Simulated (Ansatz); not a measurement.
The cell is built on a prototype and need not be the phase stable at ambient conditions.

By r2SCAN, the system below comes out a metal.

A figure of merit of an interconnect metal is its ballistic conductance per area.

Data:

```
W3Si
1.0
    4.37636     0.00000     0.00000
   -2.18818     3.79004     0.00000
    2.18818     1.26335     3.57328
Si W
1 3
Direct
  0.00000   0.00000   0.00000
  0.00000   0.50000   0.50000
  0.50000   0.75000   0.75000
  0.50000   0.25000   0.25000
```

Space group of this cell: Fm-3m. The cell was relaxed by PBE-D3(BJ); by r2SCAN its mean pressure is 2.4 GPa.

The current flows along the normal of the first two printed cell vectors. No spin-orbit coupling; the value is a mean over 0.1 eV about the Fermi level.

**Question.** Predict the ballistic conductance per area from r2SCAN (Ansatz, an electronic-structure program).

**Answer.** 0.81 × 10¹⁵ S/m² for both spins.
